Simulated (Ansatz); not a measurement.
C11b WSi₂ was calculated with PBEsol (Ansatz, a program for electronic structure, PAW).

Run with plane-wave cutoff 520 eV, 24×24×24 k mesh, Fermi–Dirac smearing 0.05 eV, no spin polarisation, scalar-relativistic PAW data made under PBE.

Response to compression and expansion:

Shape and atoms are relaxed at each volume.

| V (Å³/atom) | P (GPa) | c (Å) | a (Å) |
|---|---|---|---|
| 12.826 | 10.31 | 7.726 | 3.156 |
| 13.093 | 4.88 | 7.771 | 3.179 |
| 13.360 | 0.00 | 7.816 | 3.202 |
| 13.627 | -4.39 | 7.861 | 3.225 |
| 13.894 | -8.33 | 7.905 | 3.248 |

Note: the bulk modulus comes from volumes at which shape and atoms were relaxed.
